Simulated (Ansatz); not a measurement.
Input:

```
CELL_PARAMETERS angstrom
      4.04085     0.00000     0.00000
      0.00000     4.04085     0.00000
      0.00000     0.00000    18.22537
ATOMIC_POSITIONS crystal
  Sn 0.50000 0.00000 0.56072
  Sn 0.00000 0.50000 0.43928
  O  0.00000 0.00000 0.50000
  O  0.50000 0.50000 0.50000
```

These are PBE, rigid bands (plane waves, PAW, scalar-relativistic; Ansatz, an electronic-structure program) values and carry that method's errors. Condition of this run: biaxial strain +5 %. Cell: cell and atoms relaxed with PBE, then loaded as said.

Task: Predict the electron conductivity mass (n e² τ/σ) at 300 K, by direction if it differs.

Result: 0.46 mₑ.

Task: Predict the hole conductivity mass (n e² τ/σ) at 300 K, by direction if it differs.

Result: 7.0 mₑ.

Task: And the band gap?

Result: 2.34 eV at this level; semilocal functionals usually fall short of the measured gap.

Rigid bands, one relaxation time for all states, no polarons. Spin-orbit coupling is left out; where it splits the top of the valence band it changes the hole mass and lowers the gap by about a third of the splitting.
